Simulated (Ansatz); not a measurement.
AlB2-type ZrB2, relaxed in Ansatz (plane waves) with several semilocal functionals. Each gives its own volume and its own elastic constant C11:

```csv
level,V0 (Å³/atom),elastic constant C11 (GPa),ln V0,ln C11
LDA,9.883,605.7,2.2908,6.4064
PBEsol,10.075,586.8,2.3101,6.3747
r²SCAN,10.284,578.4,2.3306,6.3603
```

Question: Fit a straight line to ln C11 against ln V0. What does it predict for PBE, whose volume is 10.282 Å³/atom?

Answer: With x = ln V0 and y = ln C11: means 2.31050 and 6.38047; Σ(Δx Δy) = -0.0009139, Σ(Δx²) = 0.0007923, so the slope is -1.15. At x = 2.3304 the line gives y = 6.38047 + (-1.15) × (2.3304 − 2.31050) = 6.3576, or 576.9 GPa. The run with PBE gives 562.5 GPa, -2.5 % from the line. The rows used scatter about it by up to 0.6 %, while the largest value lies 5 % above the smallest.

Measured: 568 GPa (measured, room temperature, no zero-point or thermal correction; as tabulated in Zhang et al. (2020), arXiv:1911.03307).

Ansatz's density-functional and Hartree–Fock values are scalar-relativistic unless marked +SOC, with PAW data made under PBE.

Ansatz is a quantum-chemistry and plane-wave program.
